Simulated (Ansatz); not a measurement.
The starting structures come from a database of crystals and need not be the phases stable at ambient conditions.

Tunnelling through a barrier is set by its complex band structure: the current falls as exp(−2κd) with the smallest κ.

Given:

```yaml
crystal:
  lattice:
    - [6.13587, 0.00000, 0.00000]
    - [-0.12972, 8.72221, 0.00000]
    - [3.00307, 4.36110, 3.10019]
  atoms:
    - { symbol: Ba, position: [0.50465, 0.25233, 0.00000] }
    - { symbol: Ba, position: [0.49535, 0.74767, 0.00000] }
    - { symbol: La, position: [0.00000, 0.00000, 0.00000] }
    - { symbol: Ta, position: [0.00000, 0.50000, 0.00000] }
    - { symbol: O, position: [0.06238, 0.27679, 0.39410] }
    - { symbol: O, position: [0.93762, 0.72321, 0.60590] }
    - { symbol: O, position: [0.94768, 0.67089, 0.11470] }
    - { symbol: O, position: [0.05232, 0.32911, 0.88530] }
    - { symbol: O, position: [0.45648, 0.78559, 0.49120] }
    - { symbol: O, position: [0.54352, 0.21441, 0.50880] }
```

Space group of this cell: R-3. The cell is taken as given; by r2SCAN its mean pressure is -3.5 GPa.

Transport runs along the normal of the first two printed cell vectors, the (110) plane of the conventional cell.

The gap is the functional's own, uncorrected, and κ follows it; spin-orbit coupling is left out. Mid-gap values are interpolated between the computed energies.

**Question.** Give the band gap and the smallest decay constant κ at mid-gap that r2SCAN (Ansatz, a quantum-chemistry and plane-wave program) yields.

**Answer.** Gap 4.14 eV on a 10×10×10 mesh; κ = 0.392 1/Å, at the zone centre.
